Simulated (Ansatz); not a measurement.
Take Cu in the fcc (Cu type) structure (space group Fm-3m, No. 225; a = 3.563 Å; relaxed with 0.1 eV smearing) as the base. Axes: x, y, z lie along the cube axes.

Computed with Kohn–Sham DFT with the PBEsol functional, run in Ansatz (a program for electronic structure) with PAW and 420 eV plane waves, spin-orbit coupling left out, earlier PAW set.

Base values:

```
Quantity                         Value
-----------------------------  -------
Shortest interatomic distance  2.520 Å
```

Perturbation: uniaxial strain ε_xx = +0.72 %, all other strain components held at zero; the atoms relax in the strained cell.

Problem. Predict the new stress, energy relative to the base and shortest interatomic distance.

Solution. The stress (xx, yy, zz, yz, xz, xy; compression positive) amounts to (-1.5, -1.0, -1.0, 0.0, 0.0, 0.0) GPa; the energy goes up by 0.4 meV/atom; the shortest interatomic distance is still 2.520 Å.

No phonon test of stability was made. The final runs are not spin-polarised.
